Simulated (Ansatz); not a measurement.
The parent structure is SnO2 in the rutile structure (space group P4_2/mnm, No. 136; a = 4.7585 Å, c = 3.2001 Å).

Method: plane-wave PAW DFT at the r2SCAN level (Ansatz, a quantum-chemistry and plane-wave program, 500 eV), spin-orbit coupling left out, earlier PAW set.

For the base:

```
Property            Value
---------------  --------
Band gap          1.79 eV
Volume per atom  12.08 Å³
```

Modification: every Sn is replaced by Pb; the structure is relaxed again.

Tabulated Pauling electronegativity and covalent radius: Sn 1.96, 1.39 Å; Pb 2.33, 1.46 Å.

Question: Predict the new band gap.

Answer: The band gap changes from 1.79 eV to zero.

Question: What does the calculation give for the volume per atom after the change?

Answer: The volume per atom increases by 2.03 Å³ (12.08 Å³ → 14.11 Å³).

With Pb present, leaving out spin-orbit coupling can change the band edges. Whether these cells are dynamically stable was not tested. The final runs are not spin-polarised. Gaps under 0.05 eV, about the width of the smearing, are given as zero. The zero or small gap of PbO2 can change with the level of theory.
